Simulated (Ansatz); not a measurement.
A self-consistent single point of B6Pb (Pm-3m, 7 atoms in the cell) with Ansatz (a program for electronic structure).

Method: PBEsol, PAW files made with PBE (plane waves; Ansatz).

```yaml
crystal:
  lattice:
    - [4.15257, 0.00000, 0.00000]
    - [0.00000, 4.15257, 0.00000]
    - [0.00000, 0.00000, 4.15257]
  atoms:
    - { symbol: B, position: [0.20300, 0.50000, 0.50000] }
    - { symbol: B, position: [0.79700, 0.50000, 0.50000] }
    - { symbol: B, position: [0.50000, 0.20300, 0.50000] }
    - { symbol: B, position: [0.50000, 0.79700, 0.50000] }
    - { symbol: B, position: [0.50000, 0.50000, 0.20300] }
    - { symbol: B, position: [0.50000, 0.50000, 0.79700] }
    - { symbol: Pb, position: [0.00000, 0.00000, 0.00000] }
```

Reference input (self-consistent single point, DFT, LDA (PW92), plane waves, PAW files made with PBE): kpoints.mp_grid.grid = 4 4 4; hamiltonian.xc = lda; hamiltonian.pseudopotentials = {kind: paw} (the program's default PAW files); scf.occupations.method = fixed. This run's input differs from it in these lines:

Ansatz 0.2 input:
```diff
@@ -18,3 +18,3 @@
 hamiltonian:
-  xc: lda
+  xc: pbesol
   pseudopotentials:
```

The program printed (abridged):

```
SCF iter   1: F=—  HF=-12680.454079 eV  |F-HF|=—  |Δ(HF+E_count)|=         —  Δρ=1.05e-1  dr2=2.11e1  ethr=3.10e-3  ⟨swp⟩=4.8  Hψ=1002  notcnv=0  defer=42
all-band conjugate gradients solve this SCF's bands
preconditioner: auto → Resta (q_TF=auto, 2.386 Å⁻¹)
SCF iter   2: F=—  HF=-12674.270665 eV  |F-HF|=—  |Δ(HF+E_count)|=    6.18e0  Δρ=5.16e-2  dr2=5.50e0  ethr=3.10e-3  ⟨swp⟩=3.5  Hψ=585  notcnv=0  defer=38
   [... lines left out ...]
SCF iter   5: F=—  HF=-12672.130500 eV  |F-HF|=—  |Δ(HF+E_count)|=   1.51e-3  Δρ=3.43e-4  dr2=1.15e-4  ethr=1.91e-5  ⟨swp⟩=3.4  Hψ=364  notcnv=0  defer=47
SCF iter   6: F=—  HF=-12672.130529 eV  |F-HF|=—  |Δ(HF+E_count)|=   2.91e-5  Δρ=6.92e-5  dr2=8.57e-6  ethr=3.60e-7  ⟨swp⟩=2.0  Hψ=308  notcnv=0  defer=47
SCF iter   7: F=—  HF=-12672.130512 eV  |F-HF|=—  |Δ(HF+E_count)|=   1.70e-5  Δρ=1.25e-5  dr2=1.20e-7  ethr=2.68e-8  ⟨swp⟩=2.1  Hψ=294  notcnv=0  defer=36
SCF iter   8: F=-12672.130512 eV  HF=-12672.130512 eV  |F-HF|=8.29e-10  |Δ(HF+E_count)|=   5.69e-8  Δρ=2.10e-6  dr2=4.47e-9  ethr=3.13e-10  ⟨swp⟩=12.9  Hψ=1483  notcnv=0
SCF 1 converged in 8 iterations: F = -12672.130512 eV  dr2 = 4.47e-9
Free energy (F): -12672.130512 eV
Internal energy: -12672.130512 eV  (E = F + TS)
E sigma→0 (E₀):  -12672.130512 eV
Fermi energy:    9.927876 eV
--- Forces (eV/Å), atoms counted from 1 ---
  atom   1  B     -0.13964222    -0.00000000     0.00000000
  atom   2  B      0.13964222     0.00000000     0.00000000
  atom   3  B      0.00000000    -0.13964222     0.00000000
  atom   4  B     -0.00000000     0.13964222    -0.00000000
  atom   5  B     -0.00000000     0.00000000    -0.13964222
  atom   6  B     -0.00000000     0.00000000     0.13964222
  atom   7  Pb    -0.00000000     0.00000000     0.00000000
--- Stress (GPa, compression-positive) ---
        5.252873      -0.000000       0.000000
        0.000000       5.252873      -0.000000
        0.000000      -0.000000       5.252873
  P = ⅓ Tr σ = 5.2529 GPa (52.529 kbar)
  The stress holds the Pulay correction. Without it, at fixed plane waves, as pw.x and ABINIT print it: P = 5.0991 GPa
```

The run converged in 8 iterations. Against the reference run the pressure goes from 1.04 to 5.25 GPa, the largest force goes from 0.042 to 0.140 eV/Å and the gap on the mesh moves little (0.918 to 0.920 eV).

The starting cell comes from a database of computed structures (which also holds hypothetical and non-ambient phases and stackings), without a prior relaxation at this level. Its lattice was rescaled by a random factor within 2.5 % of one. Spin-orbit coupling is off. With a pressure of about 5 GPa the cell is away from its equilibrium volume at this level. Ansatz's pressure includes its estimate of the finite-basis (Pulay) stress.
